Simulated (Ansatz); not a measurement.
Effect of pressure −1 GPa on Bi2Se3

Base system: Bi2Se3 in the Bi2Te3 type structure (space group R-3m, No. 166; a = 4.082 Å, c = 27.664 Å (hexagonal axes)).

Now apply this change: a negative pressure, −1 GPa.

Calculations: Ansatz (a program for electronic structure) PBEsol-D3(BJ), no SOC, earlier PAW set. k-mesh 9×9×9 (Γ-centred); smearing 0.05 eV (Fermi–Dirac).

```tsv
quantity	base	changed	shift
volume per atom	26.61 Å³	27.19 Å³	+0.58 Å³
lattice parameter a	408.2 pm	410.4 pm	+2.2 pm
c/a ratio	6.778	6.814	+0.0365
enthalpy H = E + PV relative to the base's energy	–	-0.17 eV/atom	–
band gap	zero	zero	–
```

Final structure:

```
CELL_PARAMETERS angstrom
      2.05188     1.18466     9.32161
     -2.05188     1.18466     9.32161
      0.00000    -2.36931     9.32161
ATOMIC_POSITIONS crystal
  Bi 0.40138 0.40138 0.40138
  Bi 0.59862 0.59862 0.59862
  Se 0.00000 0.00000 0.00000
  Se 0.20906 0.20906 0.20906
  Se 0.79094 0.79094 0.79094
```

Spin-orbit coupling, missing from the scalar runs, can matter with Bi. Load acts through the strain it causes; cell and atoms are relaxed under it. Stability against distortions was not tested. All final runs are without spin polarisation. Gaps under 0.05 eV, about the width of the smearing, are given as zero. A zero or small gap of Bi2Se3 can be the functional's error rather than a property of the material.
